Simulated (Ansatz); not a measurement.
**Response to strain in InAs**

The parent structure is InAs in the zinc blende structure (space group F-43m, No. 216).

```xyz
2
Lattice="0.0000 3.0436 3.0436 3.0436 0.0000 3.0436 3.0436 3.0436 0.0000" Properties=species:S:1:pos:R:3 pbc="T T T"
In     0.0000     0.0000     0.0000
As     1.5218     1.5218     1.5218
```

Cartesian axes are those of the cell as printed.

Strains are applied to the cell and any free atomic positions relax.

All numbers come from PBEsol, PAW, 420 eV (Ansatz, a program for electronic structure; no spin-orbit coupling).

Notes on the quantities. energy relative to the base: free energy F.

```json
[
 {"case": "base", "energy relative to the base": "0 meV/atom", "volume per atom": "28.20 Å³"},
 {"case": "tensor shear ε_xy = +2.00 %", "energy relative to the base": "?", "volume per atom": "28.18 Å³"},
 {"case": "tensor shear ε_xy = +1.14 %", "energy relative to the base": "+1.6 meV/atom", "volume per atom": "28.19 Å³"},
 {"case": "tensor shear ε_xy = +0.57 %", "energy relative to the base": "?", "volume per atom": "28.19 Å³"},
 {"case": "tensor shear ε_xy = +1.71 %", "energy relative to the base": "+3.6 meV/atom", "volume per atom": "28.19 Å³"},
 {"case": "tensor shear ε_xy = +1.43 %", "energy relative to the base": "?", "volume per atom": "28.19 Å³"},
 {"case": "tensor shear ε_xy = +0.86 %", "energy relative to the base": "+0.9 meV/atom", "volume per atom": "28.19 Å³"},
 {"case": "tensor shear ε_xy = +0.29 %", "energy relative to the base": "+0.1 meV/atom", "volume per atom": "28.20 Å³"}
]
```

Question: Some entries are withheld; estimate them.

Answer: 
- tensor shear ε_xy = +2.00 %, energy relative to the base: +4.9 meV/atom
- tensor shear ε_xy = +0.57 %, energy relative to the base: +0.4 meV/atom
- tensor shear ε_xy = +1.43 %, energy relative to the base: +2.5 meV/atom

No phonon test of stability was made. All final runs are without spin polarisation.
